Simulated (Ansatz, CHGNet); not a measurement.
For Al₂Cu (I4/mcm, No. 140, 6 atoms in the cell; start mp-998), the machine-learned potential CHGNet 0.3.0 (trained on PBE and PBE+U data) gives:

```
Property                          Value
------------------------------  -------
equilibrium lattice constant a  5.947 Å
c axis length                   5.049 Å
```

Q: What does r²SCAN (Ansatz, a quantum-chemistry and plane-wave program, plane waves, PAW) give for the same quantities?

A: 
- lattice constant a: 5.998 Å (grows by 0.9 %)
- lattice parameter c: 4.805 Å (falls by 4.8 %)

Changes are worked out from the printed values.

Unless a cell is named, each level is at its own relaxed cell (CHGNet 0.3.0 14.88, r²SCAN 14.40 Å³/atom).

Caveats: the relaxation could not lower the start's symmetry, so the cell can be a saddle point above a distorted one (CHGNet 0.3.0, r²SCAN). Ansatz's density-functional and Hartree–Fock values are scalar-relativistic unless marked +SOC, with PAW data made under PBE.

A start named mp-… is a Materials Project structure, which need not be a measured phase.
